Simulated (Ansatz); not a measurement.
# Y: pressure series

Consider Y in the hcp (Mg type) structure (space group P6_3/mmc, No. 194).

```yaml
crystal:
  lattice:
    - [3.65564, 0.00000, 0.00000]
    - [-1.82782, 3.16588, 0.00000]
    - [0.00000, 0.00000, 5.67870]
  atoms:
    - { symbol: Y, position: [0.33333, 0.66667, 0.75000] }
    - { symbol: Y, position: [0.66667, 0.33333, 0.25000] }
```

Cell and atoms are relaxed at each pressure.

Levels (all Ansatz, an electronic-structure program, PAW): PBE (420 eV, no spin-orbit coupling); r2SCAN (500 eV, without spin-orbit coupling).

The base cell above is that of PBE; each level relaxes its own structures.

| case | volume per atom, PBE | volume per atom, r2SCAN |
|---|---|---|
| pressure −2 GPa | 34.66 Å³ | (withheld) |
| pressure −1 GPa | 33.71 Å³ | 34.34 Å³ |
| pressure 3 GPa | 30.74 Å³ | (withheld) |
| pressure 7 GPa | 28.54 Å³ | (withheld) |
| pressure 15 GPa | 25.41 Å³ | 25.82 Å³ |
| pressure 30 GPa | 21.76 Å³ | (withheld) |
| pressure 50 GPa | 18.80 Å³ | 18.85 Å³ |
| pressure 75 GPa | 16.43 Å³ | 16.38 Å³ |
| pressure 100 GPa | 14.82 Å³ | 14.74 Å³ |

Task: Some entries are withheld; estimate them.

Result: 
- pressure −2 GPa, volume per atom, r2SCAN: 35.31 Å³
- pressure 3 GPa, volume per atom, r2SCAN: 31.30 Å³
- pressure 7 GPa, volume per atom, r2SCAN: 29.08 Å³
- pressure 30 GPa, volume per atom, r2SCAN: 21.98 Å³

The two levels differ by at most about 0.65 Å³. They put the cases in the same order.

Load acts through the strain it causes; cell and atoms are relaxed under it. Whether these cells are dynamically stable was not tested. No other phases were tried under pressure. All final runs are without spin polarisation.
